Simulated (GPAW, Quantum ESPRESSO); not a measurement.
A GPAW input for a self-consistent single point of SrSbPt (P-6m2, 3 atoms in the cell) (DFT PBEsol, plane waves, GPAW PAW datasets PBEsol (made by gpaw-setup)):

```python
from ase import Atoms
from ase.units import GPa
from gpaw import GPAW

atoms = Atoms(['Sr', 'Sb', 'Pt'],
              cell=[[4.507170, 0.000000, 0.000000],
                    [-2.253585, 3.903324, 0.000000],
                    [0.000000, 0.000000, 4.639980]],
              scaled_positions=[[0.000000, 0.000000, 0.000000],
                                [0.666667, 0.333333, 0.500000],
                                [0.333333, 0.666667, 0.500000]],
              pbc=True)

calc = GPAW(mode={'name': 'pw', 'ecut': 550},
            xc='PBEsol',
            kpts={'size': (6, 6, 5), 'gamma': True},
            occupations={'name': 'methfessel-paxton', 'width': 0.1, 'order': 0},
            nbands=-7,
            symmetry={'symmorphic': False, 'tolerance': 0.0005},
            maxiter=150,
            txt='-')

atoms.calc = calc

energy = atoms.get_potential_energy()
print('Energy (eV):', round(energy, 6))
forces = atoms.get_forces()
print('Forces (eV/Ang):')
print(forces.round(5))
stress = atoms.get_stress()
print('Stress (GPa, Voigt):', (stress / GPa).round(4))
```

Task: Write the same calculation as an input for Quantum ESPRESSO.

Result: This is the input that was run; spellings and numerical settings could be chosen otherwise.

```fortran
&CONTROL
 calculation = 'scf'
 prefix = 'scf'
 outdir = './out'
 pseudo_dir = './'
 tprnfor = .true.
 tstress = .true.
/
&SYSTEM
 ibrav = 4
 celldm(1) = 8.5173172035
 celldm(3) = 1.029466346530
 nat = 3
 ntyp = 3
 ecutwfc = 110
 ecutrho = 880
 occupations = 'smearing'
 smearing = 'gauss'
 degauss = 0.0073499
 input_dft = 'pbesol'
/
&ELECTRONS
 conv_thr = 1.0e-11
/
ATOMIC_SPECIES
Sr    87.6200  Sr_pbe_v1.uspp.F.UPF
Sb   121.7600  sb_pbe_v1.4.uspp.F.UPF
Pt   195.0840  Pt.pbe-spfn-rrkjus_psl.1.0.0.UPF
ATOMIC_POSITIONS {crystal}
Sr    0.0000000000    0.0000000000    0.0000000000
Sb    0.6666666667    0.3333333333    0.5000000000
Pt    0.3333333333    0.6666666667    0.5000000000
K_POINTS {automatic}
6 6 5  0 0 0
```

Basis, cutoffs, solver keys and any potentials are the target program's own. This input uses DFT, PBEsol, plane waves, SSSP 1.1.2 precision (PBE) pseudopotentials. Both were run: pressure -1.60 GPa in GPAW and -1.40 in Quantum ESPRESSO.

On Quantum ESPRESSO: the starting cell comes from a database of computed structures (which also holds hypothetical and non-ambient phases and stackings), without a prior relaxation at this level. Spin polarisation is off.

On GPAW: the starting cell comes from a database of computed structures (which also holds hypothetical and non-ambient phases and stackings), without a prior relaxation at this level. Spin polarisation is off.
